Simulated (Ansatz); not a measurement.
A periodic model of amorphous Si₂₆O₃₆C₈:

```xyz
70
Lattice="10.1941 0.0000 0.0000 0.0000 10.1941 0.0000 0.0000 0.0000 10.1941" Properties=species:S:1:pos:R:3 pbc="T T T"
Si     9.0390     6.1808     7.5587
Si     7.8032     4.3954     1.1110
Si     0.7626     9.1234     9.2570
Si     5.1633     5.0729     4.1629
Si     8.9904     7.0770    10.0011
Si     1.6908     8.6592     3.2503
Si     8.4837     1.7439     0.8743
Si     6.0767     2.6097     5.3740
Si     3.8201     4.2561     1.5754
Si     8.2207     6.4052     4.6110
Si     1.4728     2.3693     1.0677
Si     4.4498     8.4982     2.2447
Si     9.6394     1.1395     7.0113
Si     4.6820     1.7986     7.7282
Si     6.3300     2.9180     9.8786
Si     2.1637     3.4289     4.1297
Si     8.7741     8.6027     2.5179
Si     6.9878     9.0573     7.1189
Si     7.5756     3.4079     7.8484
Si     2.3289     2.1886     6.9249
Si     0.9192     6.1795     5.2873
Si     3.2177     0.8435     2.4740
Si     3.8747     7.5669     5.1385
Si     2.7527     9.2049     7.0699
Si     3.2905     3.6911     9.5118
Si     8.0931     0.5421     4.5810
O      6.7911     3.6681     6.3964
O      1.9859     0.0914     3.3818
O      0.3270     7.6774     9.8856
O      0.3971     6.1848     6.8617
O      5.3643     1.4512     6.2615
O      9.7758     5.9236     4.3720
O      4.5132     6.0636     5.2973
O      3.1545     0.6426     7.1192
O      2.7870     8.0904     2.1675
O      1.5852     8.8120     5.9628
O      4.6745     8.3361     3.9446
O      5.7364     1.4445     8.8890
O      7.1867     5.0711     2.4988
O      4.2888     5.2738     2.7877
O      8.3940     1.9880     7.6209
O      1.8487     4.8734     4.7751
O      8.0735     6.7086     6.2533
O      0.8020     1.9539     7.3697
O      8.3475     8.1805     0.9722
O      4.0453     8.3371     6.5974
O      3.0525     5.0863     0.3289
O      2.2424     8.9168     8.5780
O      9.4669     1.0293     5.3586
O      8.4479     9.1383     8.0807
O      8.7799     5.6169     0.5100
O      8.9030     3.2081     1.5959
O      4.9262     3.4755     4.5606
O      0.1897     8.4241     2.6712
O      7.4355     9.6608     5.6223
O      2.2526     2.3184     5.2662
O      8.3731    10.1531     3.0429
O      7.1060     1.8408     4.3587
O      8.6915     4.6147     7.8770
O      2.2984     0.7326     0.7243
O      1.7023     3.1254     9.8650
O      8.0333     7.7243     3.6655
C      2.5410     2.9449     2.4591
C      6.9544     5.3046     3.8198
C      4.7449     3.2467     0.4306
C      9.6676     9.7596     8.0152
C      3.5202     3.1546     7.8041
C      1.9528     7.7744     4.9445
C      0.0691     1.1889     0.8518
C      0.9687     0.2760     0.3999
```

Level of theory: PBE, scalar-relativistic without spin-orbit coupling (plane waves to 420 eV, PAW; Ansatz, a first-principles code). In the spin-polarised cell the level spacing at the Fermi energy can part levels of unlike spin.

A CHGNet melt-quench gave the starting glass, which DFT then relaxed. O atoms were pushed apart under 1.9 Å during the dynamics, to hinder bonds among them. The hot cell started wider than the set density and was brought back towards it in steps. It is the lowest in DFT energy of 2 quenches. It is a model cell: composition and starting density were chosen by hand, and all elements were melted together. No dispersion term was used. Its density started from a set value of 2.20 and ended at 2.20 g/cm³. The simulated quench (nominally 400 K/ps over its main leg) is rapid and tends to freeze in more defects than a deposited or slowly cooled glass has. Values belong to this one cell and scatter from quench to quench. The volume was held where the preparation left it, at a PBE pressure of -0.4 GPa (tension). Stress components on the final sampling reach 2.4 GPa. Cycles of charging lowered its energy after that relaxation.

Cut-offs for bonds: Si-Si 2.60 Å, Si-O 2.14 Å, Si-C 2.19 Å, O-O 1.58 Å, O-C 1.68 Å, C-C 1.78 Å. Two cations that share two anions don't count as bonded, nor two that share one unless they lie closer than Si-Si 2.38 Å, Si-C 2.00 Å, C-C 1.63 Å.

Question: Give the coordination numbers, mean bond lengths and angles.

Answer: 
| Quantity | Result |
|---|---|
| Mean coordination of Si | 3.58 (4 with 2, 3 with 3, 19 with 4) |
| Mean coordination of O | 2.06 (34 with 2, 2 with 3) |
| Mean coordination of C | 3.12 (7 with 3, 1 with 4) |
| Mean Si-O bond | 1.674 Å (spread 0.074 Å, 70 counted) |
| Mean Si-C bond | 1.861 Å (spread 0.068 Å, 19 counted) |
| Mean Si-Si bond | 2.480 Å (spread 0.048 Å, 2 counted) |
| Mean O-C bond | 1.419 Å (spread 0.056 Å, 4 counted) |
| Bond angle at Si | mean 109.0°, spread 11.3° |
| Bond angle at O | mean 128.9°, spread 18.8° |
| Bond angle at C | mean 114.8°, spread 15.2° |

Question: Which atoms depart from the most common coordination of their element?

Answer: Si1 has 3 (O59 1.64 Å, O30 1.70 Å, O43 1.71 Å; Si5 at 2.60 Å just beyond); Si5 has 3 (O51 1.63 Å, O29 1.65 Å, O45 1.73 Å; Si1 at 2.60 Å just beyond); Si7 has 2 (O52 1.69 Å, C69 1.86 Å); Si12 has 2 (O35 1.71 Å, O37 1.72 Å); Si16 has 3 (O56 1.59 Å, O42 1.61 Å, C63 1.78 Å); Si18 has 2 (O55 1.67 Å, O50 1.75 Å); Si22 has 2 (O28 1.70 Å, O60 1.98 Å; C63 at 2.21 Å just beyond); O34 has 3 (Si24 1.68 Å, Si20 1.76 Å, Si14 2.01 Å); O60 has 3 (C70 1.44 Å, Si11 1.87 Å, Si22 1.98 Å); C68 has 4 (O36 1.50 Å, Si6 1.93 Å, Si21 1.93 Å, Si23 1.94 Å).
